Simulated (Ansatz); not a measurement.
Results of dielectric-dependent PBEsol hybrid (PAW; Ansatz, a first-principles code) for GaGeTe (R-3m, No. 166, 6 atoms in the cell; start mp-8211).

Numerical settings: plane-wave cutoff 460 eV, 6×6×6 k mesh, Fermi–Dirac smearing 0.01 eV, scalar-relativistic PAW data made under PBE.

Cell (relaxed with PBEsol):

GaGeTe is modelled in the trigonal space group R-3m, hexagonal axes (No. 166), Pearson symbol hR6. Cell: a = 4.0501 Å, b = 4.0501 Å, c = 34.9301 Å, α = 90.00°, β = 90.00°, γ = 120.00°. Ga on 6c sees 1 Ge at 2.432 Å and 3 Te at 2.660 Å (tetrahedral). Ge on 6c sees 1 Ga at 2.432 Å and 3 Ge at 2.471 Å (tetrahedral). Te on 6c sees 3 Ga at 2.660 Å (trigonal pyramidal). (Neighbours: up to the widest gap in distance over summed covalent radii, below 1.35, at either atom; cation-cation and far metal-metal contacts left out.)
(The calculation used a cell of 6 atoms; values per cell refer to that cell.)

Question: Estimate the band gap and direct gap at Γ that the calculation returns.

Answer: 
band gap: 0.46 eV (on the SCF k mesh)
direct gap at Γ: 1.49 eV

Note: cell and atoms aren't relaxed at this level (largest force component 0.08 eV/Å, pressure -0.3 GPa); the cell has widely spaced layers and the level no dispersion term, so their spacing and the moduli can rest on weak binding.

Spin–orbit coupling is not included; with these elements it can move the gap by several tenths of an eV or more.

Static lattice: no zero-point or thermal effects.

It cost very roughly 30 core-minutes of CPU time.

A start named mp-… is a Materials Project structure, which need not be a measured phase.
